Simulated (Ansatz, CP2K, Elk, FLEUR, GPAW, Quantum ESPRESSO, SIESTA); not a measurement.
**Br (Cmce, 4 atoms in the cell) computed with different codes at matched settings**

Self-consistent single point, at a second geometry (lattice scaled by 0.98). First geometry:

```
CELL_PARAMETERS angstrom
      2.28883    -3.40770     0.00000
      2.28883     3.40770     0.00000
      0.00000     0.00000     8.91010
ATOMIC_POSITIONS crystal
  Br 0.86100 0.86100 0.88900
  Br 0.63900 0.63900 0.38900
  Br 0.36100 0.36100 0.61100
  Br 0.13900 0.13900 0.11100
```

Shared settings, as Ansatz (a quantum-chemistry and plane-wave program) writes them: kpoints.mp_grid.grid = 5 5 2; scf.occupations.method = fermi_dirac; scf.occupations.width = 0.02 eV. Potentials and cutoffs stand in the table.

```json
[
 {"code": "Quantum ESPRESSO", "model": "PBE, PseudoDojo standard norm-conserving (PBE) pseudopotentials", "ΔF from the first geometry (meV/atom)": "10.9", "pressure (GPa)": "1.77", "largest force (eV/Å)": "0.709", "gap on the mesh (eV)": "1.751", "cutoff": "50 Ry"},
 {"code": "Elk", "model": "PBE, all-electron FP-LAPW, Elk's shipped species files, default APW+lo basis", "ΔF from the first geometry (meV/atom)": "17.0", "pressure (GPa)": "–", "largest force (eV/Å)": "–", "gap on the mesh (eV)": "1.759", "cutoff": "default"},
 {"code": "SIESTA", "model": "GGA PBE, numerical atomic orbitals DZP, PseudoDojo PBE standard norm-conserving potentials (rewritten from UPF to PSML)", "ΔF from the first geometry (meV/atom)": "4.0", "pressure (GPa)": "1.32", "largest force (eV/Å)": "1.273", "gap on the mesh (eV)": "1.704", "cutoff": "grid 350 Ry"},
 {"code": "Ansatz", "model": "PBE, default PAW files", "ΔF from the first geometry (meV/atom)": "10.9", "pressure (GPa)": "1.77", "largest force (eV/Å)": "0.691", "gap on the mesh (eV)": "1.784", "cutoff": "default"},
 {"code": "FLEUR", "model": "PBE, all-electron FLAPW (FLEUR), scalar-relativistic valence", "ΔF from the first geometry (meV/atom)": "12.4", "pressure (GPa)": "–", "largest force (eV/Å)": "0.768", "gap on the mesh (eV)": "1.778", "cutoff": "Kmax 3.9 1/bohr"},
 {"code": "GPAW", "model": "PBE, GPAW PAW datasets PBE (gpaw-data 1.0.1)", "ΔF from the first geometry (meV/atom)": "14.1", "pressure (GPa)": "2.04", "largest force (eV/Å)": "0.839", "gap on the mesh (eV)": "1.773", "cutoff": "550 eV"},
 {"code": "CP2K", "model": "PBE, GPW, DZVP-MOLOPT-SR-GTH basis, GTH-PBE potentials (GTH_POTENTIALS)", "ΔF from the first geometry (meV/atom)": "25.9", "pressure (GPa)": "3.05", "largest force (eV/Å)": "1.279", "gap on the mesh (eV)": "1.680", "cutoff": "grid 400 Ry"}
]
```

A dash marks a value that a program does not give, or that is left out as unsure.

Gaps are read on the mesh.

The spread over the programs that give each value: ΔF from the first geometry within 21.9 meV/atom; pressure within 1.73 GPa; largest force within 0.588 eV/Å; gap on the mesh within 0.104 eV.

SIESTA and CP2K use small atom-centred bases, whose incompleteness enters pressures, forces and empty levels differently from a plane-wave cutoff. Elk and FLEUR treat all electrons, but the usual bases taken here (sphere radii, linearisation, local orbitals, empty states) were not tested for convergence, so the values are no reference for the others. Ansatz's pressure is given at a fixed set of plane waves, as the other plane-wave codes print theirs. In the pressure, CP2K (by 1.28) lies more than 1 GPa from the median of the plane-wave programs. In the force vectors, SIESTA (by 0.567), GPAW (by 0.131) and CP2K (by 0.575) lie more than 0.08 eV/Å from the median of the plane-wave programs.

The starting cell has typed, rounded lattice constants, without a prior relaxation at this level. Its lattice was rescaled by a random factor within 2.5 % of one. For this run, on top of that: lattice scaled by 0.98.

Left out of this page: ABINIT (with a known weakness of the program).

Keys are those of Ansatz 0.2.
